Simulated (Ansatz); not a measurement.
GaN (model structure, started from the cinnabar type, P6₂22, No. 180, 6 atoms in the cell): properties by level of theory

```
level (code)         lattice constant a (Å)  c axis length (Å)
-------------------  ----------------------  -----------------
PBE (Ansatz)                          3.163              7.439
PBEsol (Ansatz)                       3.125              7.358
PBE-D3(BJ) (Ansatz)                   3.137              7.396
```

Ansatz's density-functional and Hartree–Fock values are scalar-relativistic unless marked +SOC, with PAW data made under PBE.

Computed values are for the static lattice.

A model structure was made by putting elements into a prototype or built by hand; it is no filed structure, need not be a known phase, and can be a saddle point held by its symmetry.

Ansatz is a program for electronic structure.
